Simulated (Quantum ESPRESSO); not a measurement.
# Pressure against volume in zinc-blende BeS (space group 216) (Quantum ESPRESSO, PBE)

```
CELL_PARAMETERS angstrom
      0.00000     2.39170     2.39170
      2.39170     0.00000     2.39170
      2.39170     2.39170     0.00000
ATOMIC_POSITIONS crystal
  Be 0.00000 0.00000 0.00000
  S  0.75000 0.75000 0.75000
```

Method: PBE, PSlibrary PAW (PBE) pseudopotentials (plane waves; Quantum ESPRESSO). Settings: ecutwfc = 58 Ry; ecutrho = 348 Ry; occupations = smearing; smearing = fermi-dirac; degauss = 0.000734986 Ry; potentials = {Be: Be.pbe-n-kjpaw_psl.1.0.0.UPF, S: S.pbe-n-kjpaw_psl.1.0.0.UPF}; K_POINTS = automatic 12 12 12 0 0 0; conv_thr = 1e-10 Ry; mixing_beta = 0.3. The cell above is the first row's. The rows scale it uniformly. In all rows fractional positions and the k mesh are held.

```
V (Å^3/atom)  P (GPa)
------------  -------
13.681           5.76
13.979           3.39
14.276           1.25
14.573          -0.70
14.871          -2.46
15.168          -4.05
15.466          -5.50
15.763          -6.81
16.060              ?
```

The 8 complete rows are fitted with a cubic, P against V. With u = V - 14.7, the rows have u = -1.0190, -0.7210, -0.4240, -0.1270, 0.1710, 0.4680, 0.7660, 1.0630. Least squares gives P = -1.469 - 5.9622·u + 0.9995·u² - 0.1100·u³. Residuals (row less fit): -0.001, -0.001, 0.003, -0.005, 0.000, 0.002, -0.001, 0.000; standard error 0.003 (degrees of freedom: 4). The fitted pressure is zero at V0 = 14.46, where dP/dV = -6.454, so B0 = -V0·dP/dV = 93.3 GPa.

**Question.** What does the fit predict for P at V = 16.060, and how far is the calculated value from it?

**Answer.** u = 1.3600, so P = -1.469 - 5.9622 × 1.3600 + 0.9995 × 1.3600² - 0.1100 × 1.3600³ = -8.006 GPa. The calculation gives -7.99 GPa, 0.016 GPa above the prediction (0.1 % of the range of P in the table). The row lies outside the fitted rows, so this is an extrapolation. From the scatter of the fitted rows alone, a prediction at this place has a standard error of 0.008 GPa, so the miss is 2.1 times that.

Carrying the step between the two nearest rows on in a straight line would have given -8.12, off by 0.13; series whose last step already gives the withheld value aren't shown. The scan was laid around a cell of about the measured size, scaled by a guess for this functional. The runs keep the symmetry of the cell, so they don't test it for distortions. Cutoffs and mesh are single choices, not tested for convergence of this quantity. Series with a scatter that would blur these digits, or in which a gap closes, are not shown.
